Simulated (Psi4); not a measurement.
Psi4 1.11, PBE/def2-tzvp: In(All)(H)2 (C=C[CH2][InH2]), 11 atoms. The geometry is a generated start, not checked to be a minimum at this level.

| Item | Value |
|---|---|
| task | energy |
| method | pbe |
| basis | def2-tzvp |
| memory | 3 GB |
| maxiter | 100 |
| keys of the molecule block | symmetry c1 |
| scf_type | df (default) |
| e_convergence | 1e-06 (default) |
| d_convergence | 1e-06 (default) |
| dft_radial_points | 75 (default) |
| dft_spherical_points | 302 (default) |
| effective core potentials | those of the basis set, past Kr |
| basis functions | 185 |
| grid points | 237850 |

```xyz
11

In    -1.2218     1.5895     0.4360
C      0.5932     0.2652     0.7087
C      0.3016    -1.0192     0.0577
C      0.6954    -1.3545    -1.1662
H      0.7455     0.1697     1.7858
H      1.4414     0.7826     0.2587
H     -0.2964    -1.7219     0.6345
H      1.3006    -0.6898    -1.7657
H      0.4533    -2.3108    -1.5988
H     -1.4520     3.1405     1.2474
H     -2.5607     1.1487    -0.5980
```

With the defaults (diis = true, scf_initial_accelerator = adiis, damping_percentage = 0, soscf = false, level_shift = 0, level_shift_cutoff = 0.01, diis_max_vecs = 10, guess = auto, which took SAD) it converges in 10 SCF iterations. One run each on 2 threads, with these changes:
- scf_initial_accelerator = ediis
- guess = gwh
- diis_max_vecs = 20
- level_shift = 0.1, level_shift_cutoff = 0.001
- soscf = true
- guess = huckel
- damping_percentage = 20
- scf_initial_accelerator = none
- diis = false, scf_initial_accelerator = none, damping_percentage = 60

Problem. Which of these changes keep the SCF from converging, or lead it to another solution?

Solution. No convergence: diis = false, scf_initial_accelerator = none, damping_percentage = 60 (the run ends without SCF convergence in 100 iterations). The rest reach the solution of the defaults.

```tsv
setting	SCF iterations	JK calls	end
soscf = true	7	23	same solution
the defaults	10	11	same solution
level_shift = 0.1, level_shift_cutoff = 0.001	10	11	same solution
scf_initial_accelerator = none	10	11	same solution
diis_max_vecs = 20	10	11	same solution
scf_initial_accelerator = ediis	10	11	same solution
guess = huckel	11	30	same solution
guess = gwh	17	17	same solution
damping_percentage = 20	20	21	same solution
diis = false, scf_initial_accelerator = none, damping_percentage = 60	100	101	no convergence
```

An SOSCF iteration holds several JK calls; a Hückel guess adds calls on atoms. 1 further run of the study ended by our limits or in an error and is left out.
